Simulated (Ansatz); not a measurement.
# SrGeO3, pressure series

Take SrGeO₃ (space group P-62m, No. 189; a = 6.905 Å, c = 5.720 Å; a cell from a computed database, its experimental status unchecked) as the base.

Cell and atoms are relaxed at each pressure.

Calculations: PBEsol/PAW in Ansatz (an electronic-structure program), spin-orbit coupling left out.

Candidates:
(a) pressure −2 GPa
(b) pressure 3 GPa
(c) pressure 1.5 GPa
(d) pressure 0.3 GPa

Base values:

The c/a ratio is 0.828.

Question: Order them by c/a ratio, highest first.

Answer: (b) pressure 3 GPa (0.847), (c) pressure 1.5 GPa (0.838), (d) pressure 0.3 GPa (0.830), (a) pressure −2 GPa (0.815)

Load acts through the strain it causes; cell and atoms are relaxed under it. Stability against distortions was not tested.
